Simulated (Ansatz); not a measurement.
Consider GaAs in the zinc blende structure (space group F-43m, No. 216; a = 5.6028 Å). Axes: x, y, z lie along the cube axes.

Calculations: LDA/PAW in Ansatz (an electronic-structure program), scalar-relativistic without spin-orbit coupling.

Strains are applied to the cell and any free atomic positions relax; under biaxial strain the out-of-plane vector relaxes too.

One change was made to it. Results:

```tsv
quantity	base	after
band gap	0.49 eV	0.18 eV
pressure (mean of the normal stresses, compression positive)	0.01 GPa	-1.50 GPa
valence-band top at Γ (three highest levels, from the VBM)	0.00, 0.00, 0.00 eV	0.00, -0.21, -0.21 eV
```

Q: Which change produced these results?
(A) biaxial strain −3.00 %, plane normal [001], relaxed out of plane
(B) biaxial strain +1.00 %, plane normal [001], relaxed out of plane
(C) biaxial strain −2.50 %, plane normal [001], relaxed out of plane
(D) biaxial strain −2.00 %, plane normal [001], relaxed out of plane
(E) biaxial strain +2.00 %, plane normal [001], relaxed out of plane

A: E, biaxial strain +2.00 %, plane normal [001], relaxed out of plane. For comparison, the band gap in the other runs: biaxial strain +1.00 %, plane normal [001], relaxed out of plane gives 0.33 eV; biaxial strain −2.00 %, plane normal [001], relaxed out of plane gives 0.57 eV; biaxial strain −2.50 %, plane normal [001], relaxed out of plane gives 0.59 eV; biaxial strain −3.00 %, plane normal [001], relaxed out of plane gives 0.60 eV.

Stability against distortions was not tested. A zero or small gap of GaAs under biaxial strain +2.00 %, plane normal [001], relaxed out of plane can be the functional's error rather than a property of the material.
